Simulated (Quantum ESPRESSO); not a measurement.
Input and output of a self-consistent single point for Mo2N (Imm2, 6 atoms in the cell) (Quantum ESPRESSO).

Level of theory: PBEsol, GBRV 1.5 ultrasoft (PBESOL) pseudopotentials (plane waves; Quantum ESPRESSO 7.5).

```xyz
6
Lattice="-2.1342 2.1342 3.9870 2.1342 -2.1342 3.9870 2.1342 2.1342 -3.9870" Properties=species:S:1:pos:R:3 pbc="T T T"
Mo     0.0000     2.1342     3.9330
Mo     0.0000     0.0000     1.8895
Mo     0.0000     0.0000     6.0845
Mo     0.0000     2.1342     0.1040
N      2.1342     0.0000     1.9935
N      0.0000     0.0000     3.9870
```

Reference input (self-consistent single point, DFT, PBEsol, plane waves, GBRV 1.5 ultrasoft (PBESOL) pseudopotentials): ecutwfc = 40 Ry; ecutrho = 320 Ry; occupations = smearing; smearing = gauss; degauss = 0.0073499 Ry; potentials = {Mo: mo_pbesol_v1.uspp.F.UPF, N: n_pbesol_v1.2.uspp.F.UPF}; K_POINTS = automatic 5 5 5 0 0 0; conv_thr = 1e-11 Ry. This run's input differs from it in these lines:

```diff
@@ -16,3 +16,3 @@
  smearing = 'gauss'
- degauss = 0.0073499
+ degauss = 0.00147
 /
@@ -36,3 +36,3 @@
 K_POINTS automatic
-5 5 5  0 0 0
+7 7 7  0 0 0
```

Log, with long lists cut:

```
     Self-consistent Calculation

     iteration #  1     ecut=    40.00 Ry     beta= 0.70

     total energy              =    -597.29047491 Ry
     estimated scf accuracy    <       0.79427895 Ry

     iteration #  2     ecut=    40.00 Ry     beta= 0.70

     total energy              =    -597.23707458 Ry
     estimated scf accuracy    <       2.62121274 Ry

     iteration #  3     ecut=    40.00 Ry     beta= 0.70

     total energy              =    -597.71145333 Ry
     estimated scf accuracy    <       0.02532059 Ry

   [... 12 blocks of this kind left out ...]

     iteration # 16     ecut=    40.00 Ry     beta= 0.70

     total energy              =    -597.71885914 Ry
     estimated scf accuracy    <          3.3E-11 Ry

     iteration # 17     ecut=    40.00 Ry     beta= 0.70
     End of self-consistent calculation

     the Fermi energy is    20.8990 ev

!    total energy              =    -597.71885914 Ry
     estimated scf accuracy    <          2.9E-13 Ry
     smearing contrib. (-TS)   =      -0.00008887 Ry
     internal energy E=F+TS    =    -597.71877027 Ry

     convergence has been achieved in  17 iterations

     Forces acting on atoms (cartesian axes, Ry/au):

     atom    1 type  1   force =     0.00000000    0.00000000   -0.01773117
     atom    2 type  1   force =     0.00000000    0.00000000    0.00702584
     atom    3 type  1   force =     0.00000000    0.00000000   -0.00825409
     atom    4 type  1   force =    -0.00000000   -0.00000000   -0.00018126
     atom    5 type  2   force =     0.00000000    0.00000000    0.01655051
     atom    6 type  2   force =     0.00000000    0.00000000    0.00259017

     Total force =     0.026694     Total SCF correction =     0.000001

          total   stress  (Ry/bohr**3)                   (kbar)     P=      -96.52
  -0.00068685   0.00000000  -0.00000000         -101.04        0.00       -0.00
   0.00000000  -0.00070837  -0.00000000            0.00     -104.21       -0.00
  -0.00000000  -0.00000000  -0.00057312           -0.00       -0.00      -84.31

   JOB DONE.
```

The run converged in 17 iterations. Against the reference run the free energy rises by 5.9 meV/atom, the pressure moves little (-9.67 to -9.65 GPa) and the largest force goes from 0.476 to 0.456 eV/Å.

The starting cell comes from a database of computed structures (which also holds hypothetical and non-ambient phases and stackings), without a prior relaxation at this level. Its lattice was rescaled by up to half a per cent. One atom was moved a little off its site on purpose. Spin polarisation is off. With a pressure of about -10 GPa the cell is away from its equilibrium volume at this level.

Cost on one core of a shared machine: roughly 4 min.
